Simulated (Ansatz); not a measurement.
LiH (model structure, started from the CsCl type, Pm-3m, No. 221, 2 atoms in the cell), treated with r²SCAN (Ansatz, a program for electronic structure, plane waves, PAW).

Settings: plane-wave cutoff 560 eV, 14×14×14 k mesh, Fermi–Dirac smearing 0.01 eV, scalar-relativistic PAW data made under PBE.

Cell (relaxed at this level):

```yaml
crystal:
  lattice:
    - [2.50134, 0.00000, 0.00000]
    - [0.00000, 2.50134, 0.00000]
    - [0.00000, 0.00000, 2.50134]
  atoms:
    - { symbol: Li, position: [0.00000, 0.00000, 0.00000] }
    - { symbol: H, position: [0.50000, 0.50000, 0.50000] }
```

**Question.** What does this level give for the band gap, smallest direct gap on the k points sampled and Γ–Γ gap?

**Answer.** 
* **band gap**: 1.12 eV (indirect)
* **smallest direct gap on the k points sampled**: 4.92 eV
* **Γ–Γ gap**: 22.13 eV

Note: the relaxation could raise the start's symmetry but not lower it, so the cell can be a saddle point.

A model structure was made by putting elements into a prototype or built by hand; it is no filed structure, need not be a known phase, and can be a saddle point held by its symmetry.
